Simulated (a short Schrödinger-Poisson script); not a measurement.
Solved with a short Schrödinger-Poisson script written for these runs: 1D Poisson equation in equilibrium, electrons quantum, Hartree (BenDaniel-Duke, 12 states a valley, the channel's in-plane mass for all, wave functions ending at the dielectric), parabolic valleys, classical holes, full ionisation, no traps, pinning or gate leakage.

Structure: MOS inversion layer, SiO2 on p-type InP, at 300 K.

From the gate side: 3.4 nm SiO2; 1900 nm InP, acceptors 6e16 cm⁻³.

Constants are typed, rounded textbook-type inputs, not results; the design itself was drawn at random and stands for no fabricated device. SiO2: permittivity 3.9, conduction-band edge (eV) 3.48, gap (eV) 9, electron mass (mₑ) 0.5. InP: permittivity 12.5, conduction-band edge (eV) 0, gap (eV) 1.344, Nv at 300 K (cm⁻³) 1.1e19.

Channel valleys (confinement mass, in-plane density-of-states mass, number): Γ 0.08, 0.08, 1. At the gate the conduction-band edge of layer 1 lies 3.85 eV − eVg above the Fermi level of the channel; the field vanishes at the back. Gaps are held at their typed values at every temperature. Mesh 0.03 nm at interfaces.

Task: Give the centroid of the channel electrons at Vg = 2.7 V (nm); the lowest subband against the Fermi level at Vg = 2.7 V (meV); the gate voltage at 1e11 electrons/cm² (V).

Result: centroid of the channel electrons at Vg = 2.7 V (nm): 3.70; lowest subband against the Fermi level at Vg = 2.7 V (meV): -226; gate voltage at 1e11 electrons/cm² (V): 0.61. Above a few 1e12 electrons/cm² a light Γ valley is non-parabolic and upper valleys begin to fill, which the model leaves out.
